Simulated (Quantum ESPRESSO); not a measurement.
Troubleshooting Quantum ESPRESSO: a failed run on MoS2 (R3m, 3 atoms in the cell). The aim is a zone-centre phonon calculation with DFT, PBEsol, plane waves, GBRV 1.5 ultrasoft (PBESOL) pseudopotentials.

The self-consistent step had converged with these keywords: prefix = mos2; ecutwfc = 40 Ry; ecutrho = 320 Ry; occupations = smearing; smearing = gaussian; degauss = 0.000734986 Ry; potentials = {Mo: mo_pbesol_v1.uspp.F.UPF, S: s_pbesol_v1.4.uspp.F.UPF}; K_POINTS = automatic 10 10 10 0 0 0; conv_thr = 1e-09 Ry. The next shown step is ph.x.

Input:

```fortran
phonons at the zone centre
&INPUTPH
   prefix = 'pwscf',
   outdir = './work',
   tr2_ph = 1.0d-14,
   fildyn = 'dyn.G',
/
0.0 0.0 0.0
```

Output (repeated stretches shortened):

```
     Reading xml data from directory:

     ./work/pwscf.save/
     Message from routine qexsd_readschema :
     xml data file ./work/pwscf.save/data-file-schema.xml not found

 %%%%%%%%%%%%%%%%%%%%%%%%%%%%%%%%%%%%%%%%%%%%%%%%%%%%%%%%%%%%%%%%%%%%%%%%%%%%%%
     Error in routine read_xml_file (1):
     fatal error reading xml file
 %%%%%%%%%%%%%%%%%%%%%%%%%%%%%%%%%%%%%%%%%%%%%%%%%%%%%%%%%%%%%%%%%%%%%%%%%%%%%%

     stopping ...
```

Task: Read the log: what does the program object to, and what is the fix?

Result: The fault is another prefix in a later step of the chain. A later step finds the saved data by prefix and folder. To fix it, use one prefix throughout. The program stopped in the step ph.x before computing anything there.

On the sound input: the starting cell comes from a database of computed structures (which also holds hypothetical and non-ambient phases and stackings), without a prior relaxation at this level. Its lattice was rescaled by a random factor within 2.5 % of one. Spin polarisation is off. With a pressure of about -10 GPa the cell is away from its equilibrium volume at this level.
